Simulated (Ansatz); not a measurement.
Defect: Cu-vacancy pair (Cu on one host Al site, one Al site vacant) in fcc Al, neutral cell. Method: PBE, PAW (plane waves to 420 eV; Ansatz, an electronic-structure program).

Cell of 32 host sites held at the relaxed PBE lattice; a 4×4×4 k-point mesh shifted by half a step; Fermi-Dirac width 0.10 eV, spin-restricted; finite-size errors left in. Static, classical nuclei. Forms of the defect that were not tried may lie lower.

Barriers: single points on a 6×6×6 k-point mesh shifted by half a step at the bands' geometries.

Relaxed starting cell (atoms counted from 1):

```xyz
31
Lattice="8.0839 0.0000 0.0000 0.0000 8.0839 0.0000 0.0000 0.0000 8.0839" Properties=species:S:1:pos:R:3 pbc="T T T"
Cu    -0.0036    -0.0308    -0.0270
Al    -0.0020     0.0348     4.0336
Al    -0.0011     4.0325     0.0359
Al    -0.0021     4.0315     4.0317
Al     4.0400     0.0118     0.0126
Al     4.0408     0.0064     4.0547
Al     4.0398     4.0525     0.0074
Al     4.0405     4.0620     4.0625
Al    -0.0026     2.0048     6.0973
Al    -0.0020     6.0955     2.0057
Al    -0.0017     6.0844     6.0859
Al     4.0396     2.0259     2.0275
Al     4.0383     2.0285     6.0918
Al     4.0414     6.0908     2.0284
Al     4.0402     6.0722     6.0738
Al     1.9238     0.0509     2.0014
Al     2.0049     0.0040     6.1006
Al     1.9939     4.0281     2.0312
Al     2.0267     4.0550     6.0784
Al     6.1573     0.0534     1.9967
Al     6.0737     0.0047     6.1000
Al     6.0857     4.0283     2.0288
Al     6.0533     4.0547     6.0776
Al     1.9225     1.9957     0.0545
Al     1.9945     2.0295     4.0299
Al     2.0059     6.0997     0.0056
Al     2.0274     6.0774     4.0566
Al     6.1560     1.9991     0.0526
Al     6.0857     2.0290     4.0281
Al     6.0744     6.0992     0.0033
Al     6.0539     6.0781     4.0553
```

End state 1 differs by these moves (Å; atoms that move under 0.08 Å are left out):

```tsv
atom	element	Δx	Δy	Δz
10	Al	0.05	0.07	0.00
16	Al	-1.88	1.88	0.00
20	Al	-0.07	-0.05	0.01
24	Al	0.07	-0.06	0.00
26	Al	-0.02	0.06	0.05
28	Al	-0.06	0.01	-0.05
```

Problem. What forward and backward barriers to end state 1 does PBE, PAW give?

Solution. forward 0.41 eV, backward 0.41 eV; at the saddle point atom 16 has neighbours 2 Al at 2.63, Al at 2.73, 2 Al at 2.99; Cu at 2.51 Å. The saddle point's order was not checked, and it lies on a symmetry element of the cell, where a band can be held.

End state 2 differs by these moves (Å; atoms that move under 0.08 Å are left out):

```tsv
atom	element	Δx	Δy	Δz
1	Cu	0.00	2.10	2.10
```

Problem. Estimate the forward and backward barriers to end state 2 that PBE, PAW returns for this input.

Solution. forward 0.50 eV, backward 0.50 eV; at the saddle point atom 1 has neighbours 2 Al at 2.48, 2 Al at 2.54, 2 Al at 2.93 Å. The saddle point's order was not checked, and it lies on a symmetry element of the cell, where a band can be held.

End state 3 differs by these moves (Å; atoms that move under 0.08 Å are left out):

```
atom  element     Δx     Δy     Δz
----  -------  -----  -----  -----
4          Al   0.00  -2.00  -2.00
16         Al   0.08  -0.04   0.00
20         Al  -0.08  -0.04   0.01
24         Al   0.08   0.01  -0.04
28         Al  -0.08   0.00  -0.04
```

Problem. Estimate the forward and backward barriers to end state 3 that PBE, PAW returns for this input.

Solution. forward 0.58 eV, backward 0.56 eV; at the saddle point atom 4 has neighbours 4 Al at 2.63, 2 Al at 3.12, 2 Al at 3.16 Å. The saddle point's order was not checked, and it lies on a symmetry element of the cell, where a band can be held.

End state 4 differs by these moves (Å; atoms that move under 0.08 Å are left out):

```tsv
atom	element	Δx	Δy	Δz
20	Al	-0.08	-0.04	0.00
22	Al	1.96	-2.00	-0.02
24	Al	0.07	0.00	-0.05
28	Al	-0.08	0.03	-0.02
```

Problem. What forward and backward barriers to end state 4 does PBE, PAW give?

Solution. forward 0.60 eV, backward 0.60 eV; at the saddle point atom 22 has neighbours Al at 2.62, 3 Al at 2.63, Al at 3.07, Al at 3.09, Al at 3.13, Al at 3.17 Å. The saddle point's order was not checked.
